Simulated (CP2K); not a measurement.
Worked example: self-consistent single point of Sb (R-3m, 2 atoms in the cell) in CP2K.

Method of the run: CP2K 2026.2 with PBE, GPW, DZVP-MOLOPT-SR-GTH basis, GTH-PBE potentials (GTH_POTENTIALS).

The change in words: lattice scaled by 0.98. Reference geometry:
```
CELL_PARAMETERS angstrom
      4.54502     0.00000     0.00000
      2.49221     3.80080     0.00000
      2.49221     1.34604     3.55447
ATOMIC_POSITIONS crystal
  Sb 0.26826 0.26826 0.26826
  Sb 0.73174 0.73174 0.73174
```

Reference input (self-consistent single point, DFT PBE, GPW, DZVP-MOLOPT-SR-GTH basis, GTH-PBE potentials (GTH_POTENTIALS)): CUTOFF = 400 Ry; REL_CUTOFF = 50 Ry; SMEAR/METHOD = FERMI_DIRAC; ELECTRONIC_TEMPERATURE = 1160.45 K; KPOINTS/SCHEME = MACDONALD 6 6 6 0.08333333333 0.08333333333 0.08333333333; XC_FUNCTIONAL = PBE; Sb/BASIS_SET = DZVP-MOLOPT-SR-GTH-q5; Sb/POTENTIAL = GTH-PBE-q5; METHOD = GPW; EPS_DEFAULT = 1e-10; NGRIDS = 5; SCF_GUESS = ATOMIC. This run's input differs from it in these lines:

```diff
@@ -62,4 +62,4 @@
     &CELL
-      ABC 4.54501600 4.54501608 4.54501667
-      ALPHA_BETA_GAMMA 56.74688405 56.74687764 56.74687271
+      ABC 4.45411600 4.45411666 4.45411618
+      ALPHA_BETA_GAMMA 56.74687290 56.74687356 56.74687754
       PERIODIC XYZ
@@ -67,4 +67,4 @@
     &COORD
-      Sb       2.55636596     1.38069049     0.95352185
-      Sb       6.97306804     3.76614651     2.60094715
+      Sb       2.50523883     1.35307715     0.93445125
+      Sb       6.83360717     3.69082485     2.54892775
     &END COORD
```

The program printed (abridged):

```
 SCF WAVEFUNCTION OPTIMIZATION

  Step     Update method      Time    Convergence         Total energy    Change
     1 NoMix/Diag. 0.30E+00      -     0.33743447       -11.1905825862 -1.12E+01
     2 Broy./Diag. 0.30E+00      -     0.00069821       -11.1212185225  6.94E-02
     3 Broy./Diag. 0.30E+00      -     0.00186686       -11.0573816969  6.38E-02
     4 Broy./Diag. 0.30E+00      -     0.00028098       -11.0577032367 -3.22E-04
     5 Broy./Diag. 0.30E+00      -     0.00058558       -11.0581182376 -4.15E-04
     6 Broy./Diag. 0.30E+00      -     0.00004822       -11.0583979653 -2.80E-04
     7 Broy./Diag. 0.30E+00      -     0.00000734       -11.0584341601 -3.62E-05
     8 Broy./Diag. 0.30E+00      -     0.00000454       -11.0584757380 -4.16E-05
     9 Broy./Diag. 0.30E+00      -     0.00000008       -11.0584813779 -5.64E-06
  *** SCF run converged in     9 steps ***

  Overlap energy of the core charge distribution:               0.00000000165962
  Self energy of the core charge distribution:                -23.90633828592188
  Core Hamiltonian energy:                                      5.05545160054994
  Hartree energy:                                              10.62560665150549
  Exchange-correlation energy:                                 -2.83286112334832
  Electronic entropic energy:                                  -0.00034022234727
  Fermi energy:                                                 0.22204539000051

  Total energy:                                               -11.05848137786327
  Total energy (extrapolated to T->0):                        -11.05831126668963

   [... lines left out ...]

 STRESS| Analytical stress tensor [bar]
 STRESS|                        x                   y                   z
 STRESS|      x        7.10567726302E+04  -3.85158669267E+03  -2.66002109498E+03
 STRESS|      y       -3.85158669267E+03   7.61075014943E+04  -1.43668402961E+03
 STRESS|      z       -2.66002109498E+03  -1.43668402961E+03   7.71956893048E+04
 STRESS| 1/3 Trace                                             7.47866544764E+04
```

The run converged in 9 iterations. Against the reference run the free energy goes up by 58.8 meV/atom, the pressure goes from 3.17 to 7.48 GPa and the largest force goes from 0.249 to 0.622 eV/Å.

The starting cell comes from a database of computed structures (which also holds hypothetical and non-ambient phases and stackings), without a prior relaxation at this level. Its lattice was rescaled by a random factor within 2.5 % of one. For this run, on top of that: lattice scaled by 0.98. Values carry the incompleteness of an atom-centred basis. With a pressure of about 7 GPa the cell is away from its equilibrium volume at this level.
